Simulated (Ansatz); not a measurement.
Take Ga2O3 in the corundum structure (space group R-3c, No. 167; a = 4.950 Å, c = 13.306 Å (hexagonal axes)) as the base. Axes: x lies along a and z along c of the hexagonal cell.

The values are results of Kohn–Sham DFT with the LDA functional, run in Ansatz (a quantum-chemistry and plane-wave program) with PAW and 420 eV plane waves, without spin-orbit coupling, not measurements.

Perturbation: the cell is scaled by 1.0225 in all directions; the atoms relax in the strained cell.

Q: Predict the stress tensor and what it implies for the stiffness.

A: Stress of the strained cell less that of the base (GPa, compression positive):
```
 -14.35    0.00    0.00
   0.00  -14.35    0.00
   0.00    0.00  -12.63
```

Then B = −ΔP/(ΔV/V₀) with ΔV/V₀ = 0.0690 gives secant stiffness values (nonlinear terms included at this strain): B (at held cell shape, above the free-shape value) ≈ 200 GPa.

As a check, the harmonic strain energy −½ V₀ Δσ:ε is 27 meV/atom; the computed energy rise is 30 meV/atom.

Stability against distortions was not tested.
